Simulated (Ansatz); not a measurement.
## V₂O₅ (Pmmn, No. 59): properties by level of theory

Reference values: equilibrium volume per atom 12.80 Å³/atom (measured, 292 K, copied from a table, unchecked, no zero-point or thermal correction, sources range from 12.80 to 12.91; as tabulated in doi:10.1107/s0108270186091825).

| level (code) | equilibrium volume per atom (Å³/atom) | formation enthalpy (eV/atom) |
|---|---|---|
| LDA (Ansatz) | 11.62 | -2.552 |
| PBEsol (Ansatz) | ? | -2.321 |
| r²SCAN (Ansatz) | 12.75 | -2.466 |
| r²SCAN-D4 (Ansatz) | ? | -2.499 |

### Question
Complete the blanks.

### Answer

- PBEsol (Ansatz, a program for electronic structure), equilibrium volume per atom (Å³/atom): 12.71
- r²SCAN-D4 (Ansatz), equilibrium volume per atom (Å³/atom): 12.47

Caveats: the relaxation could not lower the start's symmetry, so the cell can be a saddle point above a distorted one (LDA, PBEsol, r²SCAN, r²SCAN-D4). Ansatz's density-functional and Hartree–Fock values are scalar-relativistic unless marked +SOC, with PAW data made under PBE.

The crystal itself was run without spin with LDA, PBEsol, r²SCAN, r²SCAN-D4.
